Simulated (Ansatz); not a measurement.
# A computed series for CuI: response to strain

Base system: CuI in the zinc blende structure (space group F-43m, No. 216; a = 6.023 Å).

Strains are applied to the cell and any free atomic positions relax.

Method: r2SCAN/PAW in Ansatz (a quantum-chemistry and plane-wave program), without spin-orbit coupling.

Notes on the quantities. energy relative to the base: free energy F; hole mass: degenerate bands, along [100].

| change | volume per atom | energy relative to the base | hole mass | pressure | band gap |
|---|---|---|---|---|---|
| base | 27.31 Å³ | 0 meV/atom | 0.29, 0.71, 0.71 mₑ (at Γ) | 0.0 kbar | 1.67 eV |
| isotropic strain −3.00 % | 24.92 Å³ | +34 meV/atom | 0.28, 0.59, 0.59 mₑ (at Γ) | 50.7 kbar | 1.96 eV |
| isotropic strain −2.50 % | 25.31 Å³ | +23 meV/atom | 0.28, 0.60, 0.60 mₑ (at Γ) | 40.5 kbar | 1.91 eV |
| isotropic strain −2.00 % | 25.70 Å³ | +15 meV/atom | 0.28, 0.62, 0.62 mₑ (at Γ) | 31.0 kbar | 1.86 eV |
| isotropic strain −1.50 % | 26.10 Å³ | +8.0 meV/atom | 0.28, 0.65, 0.65 mₑ (at Γ) | 22.3 kbar | 1.81 eV |
| isotropic strain −1.00 % | 26.50 Å³ | +3.5 meV/atom | 0.28, 0.67, 0.67 mₑ (at Γ) | 14.3 kbar | 1.76 eV |
| isotropic strain −0.50 % | 26.90 Å³ | +0.9 meV/atom | 0.29, 0.69, 0.69 mₑ (at Γ) | 6.8 kbar | 1.71 eV |

Spin-orbit coupling, missing from the scalar runs, can matter with I. Effective masses come from finite differences of ±0.01 Å⁻¹. Whether these cells are dynamically stable was not tested. The final runs are not spin-polarised.
